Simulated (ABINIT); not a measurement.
# Input and output of a self-consistent single point for TaN (P6/mmm, 6 atoms in the cell) (ABINIT)

Level of theory: PBEsol, PAW (JTH v2.0 PBE PAW, files made for PBE) (plane waves; ABINIT).

The input file:

```
# TaN, JTH v2.0 PBE PAW
pp_dirpath "./"
pseudos "Ta.GGA_PBE-JTH.xml, N.GGA_PBE-JTH.xml"
acell 3*1.0 Angstrom
rprim
         5.2768344067   -0.0000000944    0.0000000000
        -2.6384171216    4.5698726950    0.0000000000
         0.0000000000    0.0000000000    2.9389110000
natom 6
ntypat 2
znucl 73 7
typat 1 1 1 2 2 2
xcart
         0.0000000000    0.0000000000    0.0000000000
         2.6384172306    1.5232908354    1.4694555000
         0.0000000545    3.0465817652    1.4694555000
        -1.3192085608    2.2849363475    0.0000000000
         2.6384172034   -0.0000000472    0.0000000000
         1.3192086425    2.2849363003    0.0000000000
      Angstrom
ecut 707 eV
pawecutdg 1415 eV
pawxcdev 0
ixc -116133
occopt 7
tsmear 0.1 eV
nband 35
kptopt 1
ngkpt 6 6 9
nshiftk 1
shiftk 0 0 0
nstep 100
tolvrs 1.0e-12
prtwf 0
prtden 0
prtvol 1
enunit 2
```

Output (repeated stretches shortened):

```
 Symmetries : space group P6/m m m (#191); Bravais hP (primitive hexag.)

 -outvars: echo values of preprocessed input variables --------
            acell      1.8897261329E+00  1.8897261329E+00  1.8897261329E+00 Bohr
             ecut      2.59817731E+01 Hartree
           enunit           2
              ixc     -116133
         kptrlatt        6    0    0      0    6    0      0    0    9
          kptrlen      4.99836323E+01
            natom           6
            nband          35
            ngfft          48      48      27
          ngfftdg          72      72      40
             nkpt          35
            nstep         100
             nsym          24
           ntypat           2
           occopt           7
        pawecutdg      5.20002954E+01 Hartree
         pawxcdev           0
            rprim      5.2768344067E+00 -9.4400000000E-08  0.0000000000E+00
                      -2.6384171216E+00  4.5698726950E+00  0.0000000000E+00
                       0.0000000000E+00  0.0000000000E+00  2.9389110000E+00
          spgroup         191
           tolvrs      1.00000000E-12
           tsmear      3.67493254E-03 Hartree
            typat      1  1  1  2  2  2
           useylm           1
             xred      0.0000000000E+00  0.0000000000E+00  0.0000000000E+00
                       6.6666666667E-01  3.3333333333E-01  5.0000000000E-01
                       3.3333333333E-01  6.6666666667E-01  5.0000000000E-01
                       0.0000000000E+00  5.0000000000E-01  0.0000000000E+00
                       5.0000000000E-01  0.0000000000E+00  0.0000000000E+00
                       5.0000000000E-01  5.0000000000E-01  0.0000000000E+00
            znucl       73.00000    7.00000

== DATASET  1 ==================================================================

 Real(R)+Recip(G) space primitive vectors, cartesian coordinates (Bohr,Bohr^-1):
 R(1)=  9.9717719 -0.0000002  0.0000000  G(1)=  0.1002831  0.0578985  0.0000000
 R(2)= -4.9858858  8.6358079  0.0000000  G(2)=  0.0000000  0.1157969  0.0000000
 R(3)=  0.0000000  0.0000000  5.5537369  G(3)=  0.0000000  0.0000000  0.1800589
 Unit cell volume ucvol=  4.7825620E+02 bohr^3
 Angles (23,13,12)=  9.00000000E+01  9.00000000E+01  1.20000000E+02 degrees

 Coarse grid specifications (used for wave-functions):

 getcut: wavevector=  0.0000  0.0000  0.0000  ngfft=  48  48  27
         ecut(hartree)=     25.982   => boxcut(ratio)=   2.04027

 Fine grid specifications (used for densities):

 getcut: wavevector=  0.0000  0.0000  0.0000  ngfft=  72  72  40
         ecut(hartree)=     52.000   => boxcut(ratio)=   2.21874

   1.29603929E+04                                ecore*ucvol(ha*bohr**3)

_setup2: Arith. and geom. avg. npw (full set) are    3025.781    3025.766

--- !BeginCycle
solver: {iscf: 17, nstep: 100, nline: 4, wfoptalg: 10, }
tolerances: {tolvrs: 1.00E-12, }
...

     iter   Etot(hartree)      deltaE(h)  residm     nres2
 ETOT  1  -192.60793596897    -1.926E+02 1.433E+01 1.628E+02
 ETOT  2  -208.85784679007    -1.625E+01 1.566E-01 8.463E+02
 ETOT  3  -207.77439699864     1.083E+00 8.124E-02 3.255E+02
 ETOT  4  -207.45899421025     3.154E-01 2.255E-02 1.015E+02
 ETOT  5  -207.63536835919    -1.764E-01 1.312E-02 2.146E+02
 ETOT  6  -207.27056574743     3.648E-01 2.763E-02 7.141E+01
   [... 14 lines left out ...]
 ETOT 21  -207.25420894175     8.018E-10 5.459E-04 5.741E-09
 ETOT 22  -207.25420894176    -1.131E-11 1.918E-04 5.577E-10
 ETOT 23  -207.25420894176     3.411E-13 5.303E-04 2.232E-10
 ETOT 24  -207.25420894177    -2.416E-12 1.715E-04 6.358E-12
 ETOT 25  -207.25420894176     4.860E-12 4.758E-04 2.871E-13

 At SCF step   25       nres2   =  2.87E-13 < tolvrs=  1.00E-12 =>converged.

 Cartesian components of stress tensor (hartree/bohr^3)
  sigma(1 1)=  3.67561543E-04  sigma(3 2)=  0.00000000E+00
  sigma(2 2)=  3.67561543E-04  sigma(3 1)=  0.00000000E+00
  sigma(3 3)=  4.00092778E-04  sigma(2 1)=  3.49289644E-14

 ----iterations are completed or convergence reached----

 reduced coordinates (array xred) for    6 atoms
       0.000000000000      0.000000000000      0.000000000000
       0.666666666667      0.333333333333      0.500000000000
       0.333333333333      0.666666666667      0.500000000000
       0.000000000000      0.500000000000      0.000000000000
       0.500000000000      0.000000000000      0.000000000000
       0.500000000000      0.500000000000      0.000000000000
 cartesian forces (eV/Angstrom) at end:
    1     -0.00000000000000    -0.00000000000000    -0.00000000000000
    2      0.00000000000000     0.00000000000000    -0.00000000000000
    3     -0.00000000000000    -0.00000000000000    -0.00000000000000
    4     -0.00000000000000    -0.00000000000000    -0.00000000000000
    5     -0.00000000000000    -0.00000000000000    -0.00000000000000
    6     -0.00000000000000    -0.00000000000000    -0.00000000000000
 frms,max,avg= 4.2755737E-27 1.1108266E-26   0.000E+00  0.000E+00  0.000E+00 e/A
 length scales=  1.889726132886  1.889726132886  1.889726132886 bohr
              =  1.000000000000  1.000000000000  1.000000000000 angstroms
 Fermi (or HOMO) energy (hartree) =   0.16359   Average Vxc (hartree)=  -0.47519
 Eigenvalues (hartree) for nkpt=  35  k points:
 kpt#   1, nband= 35, wtk=  0.00309, kpt=  0.0000  0.0000  0.0000 (reduced coord)
  -2.37978   -2.37840   -2.36530   -1.15922   -1.15922   -1.14665   -1.14665   -1.13946
  -1.13536   -1.13490   -1.13490   -1.10574   -0.49389   -0.38191   -0.38191   -0.19703
  -0.08595   -0.08595   -0.04727   -0.04727   -0.02750    0.05659    0.06091    0.06091
   0.08191    0.09517    0.12527    0.12527    0.19950    0.19950    0.20727    0.24372
   0.24372    0.27216    0.28356
      occupation numbers for kpt#   1
   2.00000    2.00000    2.00000    2.00000    2.00000    2.00000    2.00000    2.00000
   2.00000    2.00000    2.00000    2.00000    2.00000    2.00000    2.00000    2.00000
   2.00000    2.00000    2.00000    2.00000    2.00000    2.00000    2.00000    2.00000
   2.00000    2.00000    2.00000    2.00000    0.00000    0.00000    0.00000    0.00000
   0.00000    0.00000    0.00000
 prteigrs : prtvol=0 or 1, do not print more k-points.

 Fermi (or HOMO) energy (eV) =   4.45146   Average Vxc (eV)= -12.93062
 Eigenvalues (   eV  ) for nkpt=  35  k points:
 kpt#   1, nband= 35, wtk=  0.00309, kpt=  0.0000  0.0000  0.0000 (reduced coord)
 -64.75699  -64.71946  -64.36322  -31.54410  -31.54410  -31.20197  -31.20197  -31.00625
 -30.89476  -30.88211  -30.88211  -30.08875  -13.43955  -10.39222  -10.39222   -5.36154
  -2.33879   -2.33879   -1.28619   -1.28619   -0.74832    1.53978    1.65740    1.65740
   2.22900    2.58979    3.40864    3.40864    5.42870    5.42870    5.64021    6.63184
   6.63184    7.40572    7.71619
 prteigrs : prtvol=0 or 1, do not print more k-points.

--- !EnergyTerms
comment             : Components of total free energy in Hartree
kinetic             :  3.56059683494834E+01
hartree             :  2.91711326600445E+01
xc                  : -3.23530809038385E+01
Ewald energy        : -1.76052005927906E+02
psp_core            :  2.70992681073031E+01
local_psp           : -4.54437467150670E+01
spherical_terms     : -4.52816188621276E+01
internal            : -2.07254083292108E+02
'-kT*entropy'       : -1.25490832286593E-04
total_energy        : -2.07254208782940E+02
total_energy_eV     : -5.63967383179317E+03
...

-Cartesian components of stress tensor (GPa)         [Pressure= -1.1133E+01 GPa]
- sigma(1 1)=  1.08140321E+01  sigma(3 2)=  0.00000000E+00
- sigma(2 2)=  1.08140321E+01  sigma(3 1)=  0.00000000E+00
- sigma(3 3)=  1.17711340E+01  sigma(2 1)=  1.02764544E-09

 Calculation completed.
```

The run converged in 25 iterations.

The starting cell comes from a database of computed structures (which also holds hypothetical and non-ambient phases and stackings), without a prior relaxation at this level. Its lattice was rescaled by a random factor within 2.5 % of one. Spin polarisation is off. The potentials were made for another functional than the one used. With a pressure of about -11 GPa the cell is away from its equilibrium volume at this level.

Cost on one core of a shared machine: roughly 6 min.
